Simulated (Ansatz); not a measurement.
Base system: C in the diamond structure (space group Fd-3m, No. 227; a = 3.554 Å). Axes: x, y, z lie along the cube axes.

The change: the symmetric strain tensor [0.0002 -0.0009 -0.0030; -0.0009 -0.0091 0.0157; -0.0030 0.0157 0.0074], atoms relaxed at fixed cell.

Levels (all Ansatz, a program for electronic structure, PAW): PBEsol (420 eV, no spin-orbit coupling); r2SCAN (500 eV, no spin-orbit coupling); HSE06 (420 eV, no SOC).

At the geometry relaxed with PBEsol, these levels gave the following band gaps, in shuffled order: (a) 4.95 eV, (b) 4.01 eV, (c) 3.68 eV.

Match each gap to its level.

(a) HSE06; (b) r2SCAN; (c) PBEsol.

Single points use the geometry relaxed with PBEsol. HSE06 gaps are upper bounds (no full band path). Stability against distortions was not tested.
